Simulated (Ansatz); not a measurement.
Results of LDA (Ansatz, a program for electronic structure, plane waves, PAW) for Ni3Sn4 (C2/m, No. 12, 7 atoms in the cell; start mp-20174).

Settings: plane-wave cutoff 520 eV, 14×14×12 k mesh (along the axes of the cell as run), Fermi–Dirac smearing 0.05 eV, no spin polarisation, scalar-relativistic PAW data made under PBE.

Cell (relaxed at this level):

Ni3Sn4 is taken in the monoclinic space group C2/m (No. 12), Pearson symbol mS14. Conventional cell: a = 12.010 Å, b = 3.989 Å, c = 5.133 Å, α = γ = 90.00°, β = 105.16°. Ni1 on 2a has 6 Sn at 2.493–2.566 Å and 2 Ni at 2.712 Å. Ni2 on 4i is surrounded by 3 Ni at 2.601–2.712 Å and 7 Sn at 2.605–2.704 Å. Sn1 on 4i is surrounded by 5 Ni at 2.566–2.704 Å and 1 Sn at 2.915 Å. Sn2 on 4i sees 5 Ni at 2.493–2.632 Å. (Neighbours: up to the widest gap in distance over summed covalent radii, below 1.35, at either atom.)
(The calculation used a cell of 7 atoms; values per cell refer to that cell.)

**Question.** Estimate the bulk modulus that the calculation returns.

**Answer.** 
- bulk modulus: 124 GPa

Note: the run has no spin polarisation, so it can have missed a magnetic state; the bulk modulus is −V dP/dV from two relaxed cells at ±2 % in volume; the relaxation could not lower the start's symmetry, so the cell can be a saddle point above a distorted one.

Spin–orbit coupling is not included.

The computed numbers hold no vibrational or temperature effects.

A start named mp-… is a Materials Project structure, which need not be a measured phase.
